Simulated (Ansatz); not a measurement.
Consider Ir2P (space group Fm-3m, No. 225; relaxed with 0.1 eV smearing).

```xyz
3
Lattice="0.0000 2.7666 2.7666 2.7666 0.0000 2.7666 2.7666 2.7666 0.0000" Properties=species:S:1:pos:R:3 pbc="T T T"
P      0.0000     0.0000     0.0000
Ir     1.3833     1.3833     1.3833
Ir     4.1499     4.1499     4.1499
```

Cartesian axes are those of the cell as printed.

Calculations: Ansatz (an electronic-structure program), PBEsol, PAW, cutoff 420 eV, without spin-orbit coupling.

Strains are applied to the cell and any free atomic positions relax; under biaxial strain the out-of-plane vector relaxes too.

One change was made to it. Results:

```json
[
 {"quantity": "energy relative to the base (free energy F)", "base": "0 meV/atom", "after": "+13 meV/atom"},
 {"quantity": "pressure (mean of the normal stresses, compression positive)", "base": "0.0 GPa", "after": "-5.2 GPa"}
]
```

Name the change that was made.
A) strain tensor (xx, yy, zz, yz, xz, xy) = (+1.22, −0.91, +1.97, −0.38, +0.64, +0.32) %
B) strain tensor (xx, yy, zz, yz, xz, xy) = (−0.78, +0.76, +1.91, +0.51, −0.59, +0.46) %
C) biaxial strain +0.13 %, plane normal [001], relaxed out of plane

B, strain tensor (xx, yy, zz, yz, xz, xy) = (−0.78, +0.76, +1.91, +0.51, −0.59, +0.46) %. For comparison, the energy relative to the base in the other runs: strain tensor (xx, yy, zz, yz, xz, xy) = (+1.22, −0.91, +1.97, −0.38, +0.64, +0.32) % gives +16 meV/atom; biaxial strain +0.13 %, plane normal [001], relaxed out of plane gives +0.1 meV/atom.

Whether these cells are dynamically stable was not tested. The final runs are not spin-polarised. An odd electron count without spin: Ir2P.
